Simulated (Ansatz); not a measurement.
The starting structures come from a database of crystals and need not be the phases stable at ambient conditions.

By PBEsol, the system below comes out a metal.

Crystal: Zr$_{3}$Si$_{2}$ (P4/mbm, not sure to be the ambient phase, 10 atoms a cell, 18.7 Å³ an atom, -4 GPa at this level); planes in its conventional cell.

Computed with PBEsol (plane waves, PAW; Ansatz, a first-principles code).

G/A = (e²/h) × open channels of both spins per area, as a mean over 0.1 eV about the Fermi level, without spin-orbit coupling, for the cells as given.

| plane | area (Å²) | G/A (10¹⁵ S/m²) |
|---|---|---|
| (100) | 26.4 | 0.55 |
| (110) | 37.3 | ___ |
| (001) | 50.4 | ___ |

Q: What belongs in the gaps?

A: 
- (110), G/A (10¹⁵ S/m²): 0.52
- (001), G/A (10¹⁵ S/m²): 0.63
